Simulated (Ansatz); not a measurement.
In a (4,1) carbon nanotube, spin-degenerate bands cross the Fermi level 4 times between Γ and the zone edge.

All values below come from PBE (plane waves to 420 eV, PAW; Ansatz, an electronic-structure program). Mesh 1×1×12. No spin polarisation. One-dimensional cell, images about 11 Å apart. An idealised model, rolled from the flat sheet. Only distortions within the start's symmetry and period were free.

**Question.** What are the conductance and the two-terminal resistance of a perfect, endless piece?

**Answer.** Each crossing on the half of the zone with k > 0 has a partner at −k, so it gives one mode in each direction. Counting spin there are 8 modes, each carrying e²/h = 38.74 μS. G = 8 × 38.74 = 309.9 μS and R = 1/G = 3.23 kΩ, whatever the length. Scattering by phonons, roughness and contacts can only raise R.
